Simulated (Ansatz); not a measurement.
Here is the system:

```xyz
4
Lattice="4.4359 0.0000 0.0000 -2.2179 3.8416 0.0000 0.0000 0.0000 6.8789" Properties=species:S:1:pos:R:3 pbc="T T T"
Cd     2.2179     1.2805     0.0428
Cd     0.0000     2.5611     3.4822
Se     2.2179     1.2805     4.2579
Se     0.0000     2.5611     0.8185
```

No spin polarisation.

Computed with PBE/PAW in Ansatz (an electronic-structure program), no spin-orbit coupling, earlier PAW set. k-mesh 9×9×5 (Γ-centred); smearing 0.05 eV (Fermi–Dirac).

### Question
Predict the band gap and electron mass.

### Answer
Band gap: 0.52 eV
Electron mass: 0.054 mₑ along z, 0.063 mₑ across (at Γ)

Load acts through the strain it causes; cell and atoms are relaxed under it. Effective masses come from finite differences of ±0.01 Å⁻¹. Beyond what the load breaks, stability against distortions was not tested. The cell was made from CdSe in the wurtzite structure (space group P6_3mc, No. 186) by this change: uniaxial stress, 2 GPa compression along z.
